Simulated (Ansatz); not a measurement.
# What uniaxial stress, 8 GPa tension along x does to Nb

The reference is Nb in the bcc (W type) structure (space group Im-3m, No. 229; a = 3.303 Å). Axes: x, y, z lie along the cube axes.

Now apply this change: uniaxial stress, 8 GPa tension along x, with the cell and atoms free to relax against it.

All numbers come from r2SCAN (Ansatz, an electronic-structure program), scalar-relativistic without spin-orbit coupling. Settings: 20×20×20 k-points, 0.05 eV Fermi–Dirac smearing.

The volume per atom goes up by 0.34 Å³ to 18.35 Å³ and the space group goes from Im-3m (No. 229) to I4/mmm (No. 139). The energy increases by 25 meV/atom and the band gap remains zero. The strain response (xx, yy, zz) comes out as (+5.51, −1.73, −1.73) % (rough).

Without a gap, meshes like the base's 20×20×20 leave anisotropic stresses uncertain by several tenths of a GPa, and small strain energies with them. Beyond what the load breaks, stability against distortions was not tested. The final runs are not spin-polarised.
